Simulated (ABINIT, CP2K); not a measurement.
A CP2K input for a self-consistent single point of CaGaSiH (P3m1, 4 atoms in the cell) (DFT PBEsol, GPW, DZVP-MOLOPT-SR-GTH basis, GTH-PBE potentials (GTH_POTENTIALS)):

```
&GLOBAL
  PROJECT calc
  RUN_TYPE ENERGY_FORCE
  PRINT_LEVEL MEDIUM
&END GLOBAL
&FORCE_EVAL
  METHOD Quickstep
  STRESS_TENSOR ANALYTICAL
  &DFT
    BASIS_SET_FILE_NAME BASIS_MOLOPT
    POTENTIAL_FILE_NAME GTH_POTENTIALS
    &QS
      METHOD GPW
      EPS_DEFAULT 1E-10
    &END QS
    &MGRID
      CUTOFF 600
      REL_CUTOFF 60
      NGRIDS 5
    &END MGRID
    &SCF
      SCF_GUESS ATOMIC
      EPS_SCF 1E-6
      MAX_SCF 100
      ADDED_MOS 6
      &DIAGONALIZATION
        ALGORITHM STANDARD
      &END DIAGONALIZATION
      &MIXING
        METHOD BROYDEN_MIXING
        ALPHA 0.2
        NBUFFER 12
        BETA 1
      &END MIXING
      &SMEAR ON
        METHOD FERMI_DIRAC
        ELECTRONIC_TEMPERATURE [K] 232.09
      &END SMEAR
    &END SCF
    &KPOINTS
      SCHEME MONKHORST-PACK 6 6 5
      GAMMA_CENTERED T
    &END KPOINTS
    &XC
      &XC_FUNCTIONAL
        &PBE
          PARAMETRIZATION PBESOL
        &END PBE
      &END XC_FUNCTIONAL
    &END XC
    &PRINT
      &MO
        EIGENVALUES T
        OCCUPATION_NUMBERS T
        NDIGITS 8
        FILENAME mo
        &EACH
          QS_SCF 0
        &END EACH
        ADD_LAST NUMERIC
      &END MO
      &MULLIKEN ON
      &END MULLIKEN
    &END PRINT
  &END DFT
  &SUBSYS
    &CELL
      A 4.00927800 0.00000000 0.00000000
      B -2.00463900 3.47213700 0.00000000
      C 0.00000000 0.00000000 4.66754400
      PERIODIC XYZ
    &END CELL
    &COORD
      SCALED
      Ca       0.00000000     0.00000000     0.00000000
      Ga       0.66666700     0.33333300     0.55680000
      Si       0.33333300     0.66666700     0.43370000
      H        0.66666700     0.33333300     0.92500000
    &END COORD
    &KIND Ca
      BASIS_SET DZVP-MOLOPT-SR-GTH-q10
      POTENTIAL GTH-PBE-q10
    &END KIND
    &KIND Ga
      BASIS_SET DZVP-MOLOPT-SR-GTH-q13
      POTENTIAL GTH-PBE-q13
    &END KIND
    &KIND Si
      BASIS_SET DZVP-MOLOPT-SR-GTH-q4
      POTENTIAL GTH-PBE-q4
    &END KIND
    &KIND H
      BASIS_SET DZVP-MOLOPT-SR-GTH-q1
      POTENTIAL GTH-PBE-q1
    &END KIND
  &END SUBSYS
  &PRINT
    &FORCES ON
    &END FORCES
    &STRESS_TENSOR ON
    &END STRESS_TENSOR
  &END PRINT
&END FORCE_EVAL
```

**Question.** Give the ABINIT input for the same structure, mesh, smearing and functional.

**Answer.** One input that does it (others would too):

```
# CaGaSiH, JTH v2.0 PBE PAW
pp_dirpath "./"
pseudos "Ca.GGA_PBE-JTH.xml, Ga.GGA_PBE-JTH.xml, Si.GGA_PBE-JTH.xml, H.GGA_PBE-JTH.xml"
acell 4.0092782316 4.0092782316 4.6675440000 Angstrom
rprim
         1.0000000000   -0.0000000134    0.0000000000
        -0.4999999884    0.8660254105    0.0000000000
         0.0000000000    0.0000000000    1.0000000000
natom 4
ntypat 4
znucl 20 31 14 1
typat 1 2 3 4
xred
         0.0000000000    0.0000000000    0.0000000000
         0.6666666667    0.3333333333    0.5568000000
         0.3333333333    0.6666666667    0.4337000000
         0.6666666667    0.3333333333    0.9250000000
ecut 60 Ry
pawecutdg 120 Ry
pawxcdev 0
ixc -116133
occopt 3
tsmear 0.02 eV
nband 19
kptopt 1
ngkpt 6 6 5
nshiftk 1
shiftk 0 0 0
nstep 80
toldfe 1.0e-09
prtwf 0
prtden 0
prtvol 1
enunit 1
```

Basis, cutoffs, solver keys and any potentials are the target program's own. This input uses DFT, PBEsol, plane waves, PAW (JTH v2.0 PBE PAW, files made for PBE).

The starting cell comes from a database of computed structures (which also holds hypothetical and non-ambient phases and stackings), without a prior relaxation at this level. For this run, on top of that: lattice scaled by 0.98.
